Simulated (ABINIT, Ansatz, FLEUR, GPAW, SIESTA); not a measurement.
# Code comparison for ZrTiNi2 (Amm2, 4 atoms in the cell)

Self-consistent single point.

```
ZrTiNi2
1.0
    4.10030     0.00000     0.00000
    0.00000     1.56349     4.86712
    0.00000    -1.56349     4.86712
Zr Ti Ni
1 1 2
Direct
  0.50000   0.14441   0.14441
  0.00000   0.86202   0.86202
  0.00000   0.57909   0.57909
  0.50000   0.41447   0.41447
```

Shared settings, as Ansatz (a quantum-chemistry and plane-wave program) writes them: kpoints.mp_grid.grid = 4 5 5; scf.occupations.method = gaussian; scf.occupations.width = 0.1 eV. Potentials and cutoffs stand in the table.

```tsv
code	model	pressure (GPa)	largest force (eV/Å)	cutoff
FLEUR	PBEsol, all-electron FLAPW (FLEUR), scalar-relativistic valence	–	0.193	Kmax 4.5 1/bohr
GPAW	PBEsol, GPAW PAW datasets PBEsol (made by gpaw-setup)	-7.47	0.187	850 eV
Ansatz	PBEsol, PAW files made with PBE	-7.88	0.213	default
SIESTA	GGA PBEsol, numerical atomic orbitals TZP, PseudoDojo PBEsol standard norm-conserving potentials (rewritten from UPF to PSML)	-11.84	0.243	grid 400 Ry
ABINIT	PBEsol, norm-conserving pseudopotentials (PseudoDojo nc-sr-04 PBEsol standard)	-7.82	0.217	49 Ha
```

Size of the force on each atom (eV/Å): Sizes of forces hide their directions.

| code | Zr1 | Ti2 | Ni3 | Ni4 |
|---|---|---|---|---|
| FLEUR | 0.139 | 0.193 | 0.108 | 0.054 |
| GPAW | 0.150 | 0.187 | 0.071 | 0.034 |
| Ansatz | 0.153 | 0.213 | 0.103 | 0.043 |
| SIESTA | 0.029 | 0.243 | 0.243 | 0.020 |
| ABINIT | 0.153 | 0.217 | 0.106 | 0.041 |

A dash marks a value that a program does not give, or that is left out as unsure.

On Ansatz's run: spin polarisation is off.

The spread over the programs that give each value: pressure within 4.37 GPa; largest force within 0.056 eV/Å.

SIESTA uses small atom-centred bases, whose incompleteness enters pressures, forces and empty levels differently from a plane-wave cutoff. FLEUR treats all electrons, but the usual bases taken here (sphere radii, linearisation, local orbitals, empty states) were not tested for convergence, so the values are no reference for the others. Ansatz's pressure is given at a fixed set of plane waves, as the other plane-wave codes print theirs; with its correction for the finite basis it is -7.85 GPa. In the pressure, SIESTA (by 4.02) lies more than 1 GPa from the median of the plane-wave programs. In the force vectors, SIESTA (by 0.182) lies more than 0.08 eV/Å from the median of the plane-wave programs.

On the base mesh (6 8 8) the same programs gave: Ansatz pressure -7.92 GPa; ABINIT pressure -7.87 GPa; GPAW pressure -7.53 GPa; SIESTA pressure -11.87 GPa.

The starting cell comes from a database of computed structures (which also holds hypothetical and non-ambient phases and stackings), without a prior relaxation at this level. Its lattice was rescaled by a random factor within 2.5 % of one.

Left out of this page: CP2K (on another mesh); Elk (not drawn, or without a comparable value).

Keys are those of Ansatz 0.2.
